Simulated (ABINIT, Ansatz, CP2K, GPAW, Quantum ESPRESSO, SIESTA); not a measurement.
Code comparison for InSb (F-43m, 2 atoms in the cell)

Self-consistent single point.

```
InSb
1.0
    0.00000     3.34679     3.34679
    3.34679     0.00000     3.34679
    3.34679     3.34679     0.00000
In Sb
1 1
Direct
  0.00000   0.00000   0.00000
  0.25000   0.25000   0.25000
```

Shared settings, as Ansatz (a quantum-chemistry and plane-wave program) writes them: kpoints.mp_grid.grid = 9 9 9; scf.occupations.method = fermi_dirac; scf.occupations.width = 0.1 eV. Potentials and cutoffs stand in the table.

```tsv
code	model	pressure (GPa)	cutoff
GPAW	LDA (Perdew-Wang 92), GPAW PAW datasets LDA (gpaw-data 1.0.1)	-4.21	600 eV
Quantum ESPRESSO	LDA (PZ), GBRV 1.5 ultrasoft (LDA) pseudopotentials	-4.34	40 Ry
Ansatz	LDA (PW92), default PAW files made with PBE	-3.95	420 eV
CP2K	LDA (Pade form), GPW, DZVP-MOLOPT-SR-GTH basis, GTH-PADE potentials (GTH_POTENTIALS)	-3.77	grid 500 Ry
ABINIT	LDA (PW92), PAW (JTH v2.0 LDA PAW)	-4.31	544 eV
SIESTA	LDA PW92, numerical atomic orbitals DZP, PseudoDojo LDA standard norm-conserving potentials (rewritten from UPF to PSML)	-3.83	grid 350 Ry
```

No clean gap comes from GPAW, Quantum ESPRESSO, Ansatz, CP2K, ABINIT and SIESTA: levels at the Fermi energy touch, overlap or are partly filled at this smearing.

On Ansatz's run: spin-orbit coupling is off.

The spread over the programs that give each value: pressure within 0.57 GPa.

CP2K and SIESTA use small atom-centred bases, whose incompleteness enters pressures, forces and empty levels differently from a plane-wave cutoff. Ansatz's pressure is given at a fixed set of plane waves, as the other plane-wave codes print theirs. The same LDA comes in different parametrisations, which differ slightly.

The starting cell comes from a database of computed structures (which also holds hypothetical and non-ambient phases and stackings), without a prior relaxation at this level. Its lattice was rescaled by a random factor within 2.5 % of one.

Left out of this page: Elk and FLEUR (not drawn, or without a comparable value).

Keys are those of Ansatz 0.2.
